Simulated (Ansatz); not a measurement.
## A computed series for ZnS: pressure series

The parent structure is ZnS in the wurtzite structure (space group P6_3mc, No. 186; a = 3.8453 Å, c = 6.3052 Å).

Cell and atoms are relaxed at each pressure.

The values are results of PBE/PAW in Ansatz (a first-principles code), spin-orbit coupling left out, not measurements.

```tsv
change	width of the top valence band	density	band gap
base	2.03 eV	4.01 g/cm³	2.08 eV
pressure −2 GPa	1.94 eV	3.89 g/cm³	1.95 eV
pressure −1 GPa	1.99 eV	3.95 g/cm³	2.01 eV
pressure 0.9 GPa	2.08 eV	4.06 g/cm³	2.13 eV
pressure 2.1 GPa	2.13 eV	4.13 g/cm³	2.20 eV
pressure 4.5 GPa	2.23 eV	4.25 g/cm³	2.33 eV
pressure 9 GPa	2.39 eV	4.45 g/cm³	2.53 eV
pressure 15 GPa	2.59 eV	4.68 g/cm³	2.76 eV
pressure 22.5 GPa	2.81 eV	4.93 g/cm³	2.98 eV
pressure 30 GPa	3.00 eV	5.15 g/cm³	3.10 eV
```

Load acts through the strain it causes; cell and atoms are relaxed under it. Stability against distortions was not tested. Tetrahedral semiconductors of this kind turn to denser phases somewhere between about 1 and 50 GPa; those were not computed, so compressed cells here can lie past the real transition.
